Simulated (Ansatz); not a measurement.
## Ru: pressure series

Take Ru in the hcp (Mg type) structure (space group P6_3/mmc, No. 194; a = 2.7046 Å, c = 4.2601 Å) as the base.

Cell and atoms are relaxed at each pressure.

Computed with r2SCAN (Ansatz, a program for electronic structure), scalar-relativistic without spin-orbit coupling.

```
variant            shortest interatomic distance      density
-----------------  -----------------------------  -----------
base                                     2.641 Å  12.44 g/cm³
pressure −2 GPa                                …  12.36 g/cm³
pressure −1 GPa                          2.644 Å  12.40 g/cm³
pressure 0.9 GPa                         2.639 Å  12.47 g/cm³
pressure 2.1 GPa                         2.636 Å            …
pressure 4.5 GPa                         2.630 Å  12.60 g/cm³
pressure 9 GPa                           2.620 Å  12.75 g/cm³
pressure 15 GPa                          2.607 Å  12.95 g/cm³
pressure 22.5 GPa                        2.593 Å  13.18 g/cm³
pressure 30 GPa                          2.579 Å            …
```

Question: Some entries are withheld; estimate them.

Answer: 
- pressure −2 GPa, shortest interatomic distance: 2.646 Å
- pressure 2.1 GPa, density: 12.51 g/cm³
- pressure 30 GPa, density: 13.40 g/cm³

Load acts through the strain it causes; cell and atoms are relaxed under it. Whether these cells are dynamically stable was not tested. No other phases were tried under pressure. The final runs are not spin-polarised.
